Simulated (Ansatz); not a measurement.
Base system: InP in the zinc blende structure (space group F-43m, No. 216; a = 5.827 Å). Axes: x, y, z lie along the cube axes.

The values are results of Kohn–Sham DFT with the LDA functional, run in Ansatz (a quantum-chemistry and plane-wave program) with PAW and 420 eV plane waves, no SOC, not measurements.

Before the change:

- Volume per atom = 24.73 Å³

Perturbation: biaxial strain +2.50 %, plane normal [111], relaxed out of plane (Cartesian); in-plane vectors clamped, the third vector and the atoms free.

### Question
Predict the new volume per atom and energy relative to the base.

### Answer
The volume per atom grows by 0.87 Å³ (24.73 Å³ → 25.60 Å³); the energy increases by 14 meV/atom.

Whether these cells are dynamically stable was not tested.
